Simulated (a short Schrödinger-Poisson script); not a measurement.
Stack: single GaAs/Al0.25Ga0.75As quantum well.

```tsv
layer	material	thickness (nm)
1	Al0.25Ga0.75As	20
2	GaAs	2
3	Al0.25Ga0.75As	20
```

Constants are typed, rounded textbook-type inputs, not results; the design itself was drawn at random and stands for no fabricated device. GaAs: direct gap (eV) 1.424, conduction-band edge (eV) 0, electron mass (mₑ) 0.067, heavy-hole mass 0.377, light-hole mass 0.09. Al0.25Ga0.75As: direct gap (eV) 1.736, conduction-band edge (eV) 0.198, electron mass (mₑ) 0.0878, heavy-hole mass 0.402, light-hole mass 0.1125.

The valence-band edge of each layer lies one gap below its conduction-band edge. The electron's potential energy rises along the stack by the applied field. Mesh 0.03 nm at interfaces.

Task: Estimate e1 and hh1 for infinitely high walls at zero field, and compare with the finite well.

Result: ħ²π²/(2mL²) gives 1403.1 meV for the electron and 249.4 meV for the heavy hole. The finite well gives 142.3 and 58.2 meV, 0.10 and 0.23 of the estimates, as the states reach into the barriers (54 % of e1 lies outside the well).

Solved with a short Schrödinger-Poisson script written for these runs: one-band effective-mass equation with BenDaniel-Duke matching, electrons, heavy and light holes apart, hard walls at the outer ends, one valence edge for both holes (no strain splitting), no charge, excitons, band mixing or non-parabolicity; under a field the levels are quasi-bound states of a box, listed while three quarters of their weight lies within 4 nm of the wells.
